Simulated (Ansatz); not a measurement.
Start from HfN in the rock salt structure (space group Fm-3m, No. 225; relaxed with 0.1 eV smearing).

```yaml
crystal:
  lattice:
    - [0.00000, 2.25092, 2.25092]
    - [2.25092, 0.00000, 2.25092]
    - [2.25092, 2.25092, 0.00000]
  atoms:
    - { symbol: Hf, position: [0.00000, 0.00000, 0.00000] }
    - { symbol: N, position: [0.50000, 0.50000, 0.50000] }
```

Calculations: DFT with PBEsol, PAW potentials and a 420 eV plane-wave cutoff in Ansatz (a program for electronic structure), no SOC.

For the base:

* **Pressure**: 0.0 GPa

Modification: every lattice vector is shortened by 3.00 %, atoms relaxed at fixed cell.

**Question.** Predict the new pressure and energy relative to the base.

**Answer.** The pressure goes from zero to 31.5 GPa; the energy grows by 90 meV/atom.

The cells carry an imposed strain or load. No phonon test of stability was made. The final runs are not spin-polarised. An odd electron count without spin: HfN.
